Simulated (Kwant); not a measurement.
Kwant, one-band effective-mass tight-binding model in one dimension, coherent, no space charge, current by the Tsu-Esaki formula.

System: Ge/Si0.2Ge0.8 stack with 1 barrier. One parabolic valley. Leads of mass 0.12 mₑ with the band edge at 0; grid 0.1 nm; bias swept from 0.0048 to 0.24 V, dropping linearly over the stack. Emitter Fermi level 0.014 eV, 300 K, equal in the collector.

```csv
layer,thickness (nm),band offset (eV),mass (mₑ)
1,5,0.12,0.14
```

Constants are typed, rounded textbook-type inputs, not results; the design itself was drawn at random and stands for no fabricated device.

Sweep values stay those of the base run.

One input was changed, with this effect: J at bias = 0.1183 V 172000 → 8050 A/cm²; J at bias = 0.06157 V 79400 → 3420 A/cm²; J at bias = 0.2400 V 553000 → 42300 A/cm²; J at bias = 0.1751 V 317000 → 17900 A/cm².

**Question.** Which change was it?
(A) mass in the first barrier 0.14 → 0.18 mₑ
(B) Fermi level in the emitter 0.014 → 0.011 eV
(C) temperature 300 → 77 K
(D) height of the first barrier 0.12 → 0.14 eV

**Answer.** C, temperature 300 → 77 K
